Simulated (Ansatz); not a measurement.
The starting structures come from a database of crystals and need not be the phases stable at ambient conditions.

The decay constant κ of evanescent states in the gap governs leakage through a thin film.

Here is the system:

```xyz
16
Lattice="5.0038 0.0000 0.0000 0.0000 10.1831 0.0000 2.5019 -2.1357 4.5317" Properties=species:S:1:pos:R:3 pbc="T T T"
V      2.7268     2.5458     0.0000
V      2.2770     7.6374     0.0000
Ag     2.2729    -0.0540     2.1685
Ag     5.2329     8.1014     2.3632
Ag     4.7748     3.0098     2.3632
Ag     2.7309     5.0376     2.1685
Ag     0.0000     0.0000     0.0000
Ag     0.0000     5.0916     0.0000
O      3.7780     6.4286     3.4380
O      3.7277     1.6188     1.0937
O      1.2761     6.7104     1.0937
O      6.2296     1.3370     3.4380
O      4.2089    -0.6826     3.6683
O      3.2969     8.7300     0.8634
O      1.7070     3.6385     0.8634
O      5.7988     4.4089     3.6683
```

Space group of this cell: C2/c. The cell is taken as given; by PBEsol its mean pressure is -2.8 GPa.

Transport runs along the normal of the first two printed cell vectors.

The gap is the functional's own, uncorrected, and κ follows it; spin-orbit coupling is left out. Mid-gap values are interpolated between the computed energies.

Problem. Estimate the band gap and the smallest decay constant κ at mid-gap that PBEsol run with Ansatz (a quantum-chemistry and plane-wave program) returns for this system.

Solution. Gap 0.84 eV on a 8×4×8 mesh; κ = 0.262 1/Å, at (0.333, 0.000) of the in-plane reciprocal vectors. At the zone centre, at the nearest computed energy, the slowest state has κ = 0.28 1/Å.
